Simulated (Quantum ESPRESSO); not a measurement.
Quantum ESPRESSO run on Y₃Mg (Imm2, 4 atoms in the cell): self-consistent single point.

Computed with PBEsol, GBRV 1.5 ultrasoft (PBESOL) pseudopotentials (plane waves; Quantum ESPRESSO).

```yaml
crystal:
  lattice:
    - [1.81139, 5.64715, 2.96611]
    - [-1.81139, 5.64715, 2.96611]
    - [-1.81139, -5.64715, 2.96611]
  atoms:
    - { symbol: Y, position: [0.65215, 0.50000, 0.15215] }
    - { symbol: Y, position: [0.00639, 0.25656, 0.74983] }
    - { symbol: Y, position: [0.00639, 0.74344, 0.26295] }
    - { symbol: Mg, position: [0.66839, 0.00000, 0.66839] }
```

Reference input (self-consistent single point, DFT, PBEsol, plane waves, GBRV 1.5 ultrasoft (PBESOL) pseudopotentials): ecutwfc = 40 Ry; ecutrho = 320 Ry; occupations = smearing; smearing = gauss; degauss = 0.0036749 Ry; potentials = {Y: y_pbesol_v1.4.uspp.F.UPF, Mg: mg_pbesol_v1.4.uspp.F.UPF}; K_POINTS = automatic 6 6 6 0 0 0; conv_thr = 1e-11 Ry. This run's input differs from it in these lines:

```diff
@@ -16,4 +16,4 @@
   ntyp = 2
-  ecutwfc = 40
-  ecutrho = 320
+  ecutwfc = 46
+  ecutrho = 368
   occupations = 'smearing'
```

Output (repeated stretches shortened):

```
     Self-consistent Calculation

     iteration #  1     ecut=    46.00 Ry     beta= 0.70

---- Real-time Memory Report at c_bands before calling an iterative solver
           394 MiB given to the printing process from OS
           160 MiB allocation reported by mallinfo(arena+hblkhd)
------------------

     Threshold (ethr) on eigenvalues was too large:
     Diagonalizing with lowered threshold

---- Real-time Memory Report at c_bands before calling an iterative solver
           490 MiB given to the printing process from OS
           172 MiB allocation reported by mallinfo(arena+hblkhd)
------------------

   [... lines left out ...]

---- Real-time Memory Report at c_bands before calling an iterative solver
           503 MiB given to the printing process from OS
           204 MiB allocation reported by mallinfo(arena+hblkhd)
------------------

     total energy              =    -403.08590094 Ry
     estimated scf accuracy    <          1.5E-11 Ry

     iteration # 13     ecut=    46.00 Ry     beta= 0.70

---- Real-time Memory Report at c_bands before calling an iterative solver
           503 MiB given to the printing process from OS
           204 MiB allocation reported by mallinfo(arena+hblkhd)
------------------
     End of self-consistent calculation

     the Fermi energy is     8.6027 ev

!    total energy              =    -403.08590094 Ry
     estimated scf accuracy    <          5.9E-12 Ry
     smearing contrib. (-TS)   =      -0.00034257 Ry
     internal energy E=F+TS    =    -403.08555837 Ry

     convergence has been achieved in  13 iterations

     Forces acting on atoms (cartesian axes, Ry/au):

     atom    1 type  1   force =    -0.00000000    0.00000000   -0.00365403
     atom    2 type  1   force =    -0.00000000    0.00175900    0.00252689
     atom    3 type  1   force =     0.00000000   -0.00175900    0.00252689
     atom    4 type  2   force =     0.00000000    0.00000000   -0.00139975

     Total force =     0.005854     Total SCF correction =     0.000001

          total   stress  (Ry/bohr**3)                   (kbar)     P=      -19.04
  -0.00013162   0.00000000   0.00000000          -19.36        0.00        0.00
   0.00000000  -0.00012591  -0.00000000            0.00      -18.52       -0.00
   0.00000000  -0.00000000  -0.00013079            0.00       -0.00      -19.24

   JOB DONE.
```

The run converged in 13 iterations. Against the reference run the free energy falls by 2.7 meV/atom, the pressure hardly changes (-1.94 to -1.90 GPa) and the largest force stays at 0.094 eV/Å.

The starting cell comes from a database of computed structures (which also holds hypothetical and non-ambient phases and stackings), without a prior relaxation at this level.

Cost on one core of a shared machine: roughly 4 min.
